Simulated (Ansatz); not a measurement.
# CsCl-type BaS (model structure)

Calculation: r²SCAN (plane waves, PAW; Ansatz, a first-principles code).

Numerical settings: plane-wave cutoff 500 eV, 10×10×10 k mesh, Fermi–Dirac smearing 0.05 eV, scalar-relativistic PAW data made under PBE.

Cell (relaxed at this level):

```
BaS
1.0
    3.83494     0.00000     0.00000
    0.00000     3.83494     0.00000
    0.00000     0.00000     3.83494
Ba S
1 1
Direct
  0.00000   0.00000   0.00000
  0.50000   0.50000   0.50000
```

For CsCl-type BaS (model structure), the band gap comes out as 1.93 eV (on the SCF k mesh).

Note: the relaxation could raise the start's symmetry but not lower it, so the cell can be a saddle point.

Spin–orbit coupling is not included.

Static lattice: no zero-point or thermal effects.

Cost on a shared machine: about 27 core-seconds (a rough figure).

A model structure was made by putting elements into a prototype or built by hand; it is no filed structure, need not be a known phase, and can be a saddle point held by its symmetry.
